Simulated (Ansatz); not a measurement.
Consider SiC (space group P6_3mc, No. 186; a = 3.0950 Å, c = 15.1865 Å). Axes: x lies along a and z along c of the hexagonal cell.

The values are results of PBE, PAW, 420 eV (Ansatz, a program for electronic structure; no spin-orbit coupling), earlier PAW set, not measurements.

For the base:

| Quantity | Result |
|---|---|
| Shortest interatomic distance | 1.894 Å |

Now apply this change: compressive biaxial strain of 1.68 % in the plane normal to [001], as in epitaxy on a mismatched substrate; the out-of-plane cell vector and the atoms relax.

Question: What happens to the shortest interatomic distance?

Answer: The shortest interatomic distance shrinks by 0.024 Å to 1.870 Å.

Question: How does this affect the in-plane stress?

Answer: The mean in-plane stress (compression positive) amounts to +10.4 GPa.

Question: How does this affect the ratio −ε⊥/ε∥?

Answer: The ratio −ε⊥/ε∥ is 0.20.

No phonon test of stability was made.
